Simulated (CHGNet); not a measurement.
Hexagonal WC

The numbers are results of the machine-learned potential CHGNet-r²SCAN (trained on r²SCAN data), not measurements.

Cell: relaxed at this level.

```
Property               Value
-------------------  -------
lattice parameter a  2.915 Å
lattice parameter c  2.843 Å
```

Measured, for comparison: lattice constant a 2.906 Å, lattice parameter c 2.837 Å (300 K, no zero-point or thermal correction; as tabulated in Wikipedia's data pages). Computed (rounded) less measured: lattice constant a +0.3 %, lattice parameter c +0.2 %.

A machine-learned potential is trained on density-functional data: it inherits that level's misses and adds fitting errors of its own.
